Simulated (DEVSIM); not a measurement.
Structure: Ti/SiO2/n-Si capacitor, at 300 K.

Layer 1 from the left is SiO2, thickness (nm) 2.10. Layer 2 from the left is Si, thickness (nm) 7300, Nd (cm⁻³) 6.2e15.

Metal gate on the left, work function 4.33 eV. Fixed charge at the semiconductor interface 0 cm⁻² (in units of +e); no interface traps.

The device is made up for the run: typed textbook-type constants, with dimensions and the other settings drawn at random. Values at 300 K.

SiO2: gap (eV) 9, affinity (eV) 0.9, permittivity 3.9. Si: gap (eV) 1.124, affinity (eV) 4.05, permittivity 11.7, Nc (cm⁻³) 2.86e19, Nv (cm⁻³) 3.1e19.

Problem. Estimate by hand the flat-band voltage, the threshold voltage, and compare with a numerical solution.

Solution. 
- Flat-band voltage: C = 1.64 μF/cm², work-function difference 0.062 V; VFB = φms − qNf/C = 0.06 V; numerical 0.06 V.
- Threshold voltage: φF = 0.343 V, depletion charge √(4εqNφF) = 3.76e-8 C/cm²; VT = VFB − 2φF − Qd/C = -0.65 V; numerical -0.65 V.

DEVSIM, 1D Poisson equation in equilibrium, Boltzmann statistics, complete ionisation; no quantum confinement or tunnelling. Metal contacts follow the ideal Schottky-Mott rule: no Fermi-level pinning, no interface dipoles.
